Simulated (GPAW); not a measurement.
## Input and output of a self-consistent single point for CsSbO₃ (Pm-3m, 5 atoms in the cell) (GPAW)

Computed with PBEsol, GPAW PAW datasets PBEsol (made by gpaw-setup) (plane waves; GPAW).

Input:

```python
from ase import Atoms
from ase.units import GPa
from gpaw import GPAW, PW, FermiDirac

atoms = Atoms(['Cs', 'Sb', 'O', 'O', 'O'],
              cell=[[4.215985, 0.000000, 0.000000],
                    [0.000000, 4.215985, 0.000000],
                    [0.000000, 0.000000, 4.215985]],
              scaled_positions=[[0.000000, 0.000000, 0.000000],
                                [0.500000, 0.500000, 0.500000],
                                [0.500000, 0.500000, 0.000000],
                                [0.000000, 0.500000, 0.500000],
                                [0.500000, 0.000000, 0.500000]],
              pbc=True)

calc = GPAW(mode=PW(900),
            xc='PBEsol',
            kpts={'size': (8, 8, 8), 'gamma': True},
            occupations=FermiDirac(0.1),
            nbands=-11,
            symmetry={'symmorphic': False, 'tolerance': 0.0005},
            maxiter=120,
            txt='-')

atoms.calc = calc

energy = atoms.get_potential_energy()
print('Energy (eV):', round(energy, 6))
forces = atoms.get_forces()
print('Forces (eV/Ang):')
print(forces.round(5))
stress = atoms.get_stress()
print('Stress (GPa, Voigt):', (stress / GPa).round(4))
```

Output, abridged:

```
Input parameters:
  kpts: {gamma: True,
         size: (8, 8, 8)}
  maxiter: 120
  mode: {ecut: 900.0000000000001,
         name: pw}
  nbands: -11
  occupations: {fixmagmom: False,
                name: fermi-dirac,
                width: 0.1}
  symmetry: {symmorphic: False,
             tolerance: 0.0005}
  xc: PBEsol

species:
  Cs:
    name: Caesium
    Z: 55.0
    valence: 9
    core: 46
    charge: 0.0
    file: Cs.PBEsol.gz

    # Using partial waves for Cs as LCAO basis

  Sb:
    name: Antimony
    Z: 51.0
    valence: 15
    core: 36
    charge: 0.0
    file: Sb.PBEsol.gz

    # Using partial waves for Sb as LCAO basis

  O:
    name: Oxygen
    Z: 8.0
    valence: 6
    core: 2
    charge: 0.0
    file: O.PBEsol.gz

    # Using partial waves for O as LCAO basis

Reference energy: -394021.753724  # eV

Spin-paired calculation

Convergence criteria:
 Maximum [total energy] change in last 3 cyles: 0.0005 eV / valence electron
 Maximum integral of absolute [dens]ity change: 0.0001 electrons / valence electron
 Maximum integral of absolute [eigenst]ate change: 4e-08 eV^2 / valence electron
 Maximum number of scf [iter]ations: 120

Symmetries present (total): 48
Symmetries with fractional translations: 0
512 k-points: 8 x 8 x 8 Monkhorst-Pack grid + [1/16,1/16,1/16]
35 k-points in the irreducible part of the Brillouin zone
       k-points in crystal coordinates                weights
   0:     0.00000000    0.00000000    0.00000000          1/512
   1:     0.12500000    0.00000000    0.00000000          6/512
   2:     0.12500000    0.12500000    0.00000000         12/512
   [... 7 lines left out ...]
          ...
  34:     0.50000000    0.50000000    0.50000000          1/512

Wave functions: Plane wave expansion
  Cutoff energy: 900.000 eV
  Number of coefficients (min, max): 4540, 4636
  Pulay-stress correction: 0.000000 eV/Ang^3 (de/decut=0.000000)

Occupation numbers: Fermi-Dirac:
  width: 0.1000  # eV

Eigensolver

Densities:
  Coarse grid: 30*30*30 grid
  Fine grid: 60*60*60 grid
  Total Charge: 0.000000

Density mixing:
  Method: separate
  Backend: pulay
  Linear mixing parameter: 0.05
  old densities: 5
  Damping of long wavelength oscillations: 50

Hamiltonian:
  XC and Coulomb potentials evaluated on a 60*60*60 grid
  External potential:
    NoExternalPotential

XC parameters: PBEsol with 2 nearest neighbor stencil

Number of atoms: 5
Number of atomic orbitals: 26
Number of bands in calculation: 32
Number of valence electrons: 42
Bands to converge: occupied

Density initialized from atomic densities
  26 bands from LCAO basis set
  6 bands from random numbers

Atomic positions and initial magnetic moments

Positions:
   0 Cs     0.000000    0.000000    0.000000    ( 0.0000,  0.0000,  0.0000)
   1 Sb     2.107992    2.107992    2.107992    ( 0.0000,  0.0000,  0.0000)
   2 O      2.107992    2.107992    0.000000    ( 0.0000,  0.0000,  0.0000)
   3 O      0.000000    2.107992    2.107992    ( 0.0000,  0.0000,  0.0000)
   4 O      2.107992    0.000000    2.107992    ( 0.0000,  0.0000,  0.0000)

Unit cell:
           periodic     x           y           z      points  spacing
  1. axis:    yes    4.215985    0.000000    0.000000    30     0.1405
  2. axis:    yes    0.000000    4.215985    0.000000    30     0.1405
  3. axis:    yes    0.000000    0.000000    4.215985    30     0.1405

  Lengths:   4.215985   4.215985   4.215985
  Angles:   90.000000  90.000000  90.000000

Effective grid spacing dv^(1/3) = 0.1405

     iter     time        total  log10-change:
                         energy   eigst   dens
iter:   1 --:--:--   -32.444256
iter:   2 --:--:--   -31.472092   -0.44  -0.97
iter:   3 --:--:--   -28.936390   -0.89  -1.04
iter:   4 --:--:--   -29.058898   -1.04  -1.34
iter:   5 --:--:--   -28.601422   -1.67  -1.50
iter:   6 --:--:--   -28.600967   -3.34  -1.98
iter:   7 --:--:--   -28.603599c  -3.82  -2.06
iter:   8 --:--:--   -28.600304c  -3.34  -2.14
iter:   9 --:--:--   -28.599815c  -4.56  -2.58
iter:  10 --:--:--   -28.599038c  -4.46  -2.86
iter:  11 --:--:--   -28.599138c  -5.47  -3.23
iter:  12 --:--:--   -28.599214c  -5.80  -3.56
iter:  13 --:--:--   -28.599192c  -7.34  -3.72
iter:  14 --:--:--   -28.599170c  -6.60  -3.82
iter:  15 --:--:--   -28.599188c  -7.55c -4.00
iter:  16 --:--:--   -28.599178c  -7.64c -4.18c

Converged after 16 iterations.

Dipole moment: (0.000000, 0.000000, 0.000000) |e|*Ang

Energy contributions relative to reference atoms: (reference = -394021.753724)

Kinetic:        +21.237012
Potential:      -17.765208
External:        +0.000000
XC:             -32.460948
Entropy (-ST):   -0.056478
Local:           +0.418206
SIC:             +0.000000
--------------------------
Free energy:    -28.627417
Extrapolated:   -28.599178

Showing only first 2 kpts
 Kpt  Band  Eigenvalues  Occupancy
  0    19      5.94425    1.83256
  0    20      5.94425    1.83256
  0    21      5.94425    1.83256
  0    22     13.10845    0.00000

  1    19      5.88154    1.90693
  1    20      5.88154    1.90693
  1    21      5.89762    1.89158
  1    22     13.31762    0.00000

Fermi level: 6.18354

No gap
No difference between direct/indirect transitions
Energy (eV): -28.599178

Forces in eV/Ang:
  0 Cs    0.00000    0.00000    0.00000
  1 Sb    0.00000    0.00000    0.00000
  2 O    -0.00000   -0.00000    0.00000
  3 O     0.00000    0.00000    0.00000
  4 O     0.00000    0.00000    0.00000

Stress tensor:
     0.040889    -0.000000     0.000000
    -0.000000     0.040889     0.000000
     0.000000     0.000000     0.040889
Stress (GPa, Voigt): [ 6.5512  6.5512  6.5512  0.      0.     -0.    ]
```

The run converged in 16 iterations. GPAW prints stress with tension positive.

At such cutoffs GPAW's stress carries a finite-basis (Pulay) error, which enters relaxed cells too; its log prints stress with tension positive.

The starting cell comes from a database of computed structures (which also holds hypothetical and non-ambient phases and stackings), without a prior relaxation at this level. Its lattice was rescaled by a random factor within 2.5 % of one. Spin-orbit coupling is off. The run gives no clean gap (levels at the Fermi energy touch, overlap or are partly filled at this smearing), which alone does not show that the compound is a metal.

Cost on one core of a shared machine: roughly 40 s.
